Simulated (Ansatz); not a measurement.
## Hypothetical Fm-3m WTe2, element substitutions

Take WTe$_{2}$ (space group Fm-3m, No. 225; a = 6.5695 Å; a hypothetical phase, not in the database extracts checked) as the base.

Each row replaces one element on all its sites; cell and atoms are relaxed.

Level of theory: PBEsol (Ansatz, a first-principles code; PAW; 420 eV plane waves; scalar-relativistic without spin-orbit coupling), earlier PAW set.

```tsv
variant	shortest interatomic distance	density
base	2.845 Å	10.29 g/cm³
W → Pb	3.233 Å	7.38 g/cm³
W → Mo	2.841 Å	8.26 g/cm³
Te → Si	2.527 Å	8.02 g/cm³
Te → Sn	2.824 Å	10.09 g/cm³
```

Whether these cells are dynamically stable was not tested. As relaxed here, PbTe2, MoTe2, WSi2 and Sn2W are hypothetical phases, not in the database extracts checked. The final runs are not spin-polarised. WTe2, MoTe2, WSi2 and Sn2W have a high density of states at the Fermi level and may be magnetic at this level.
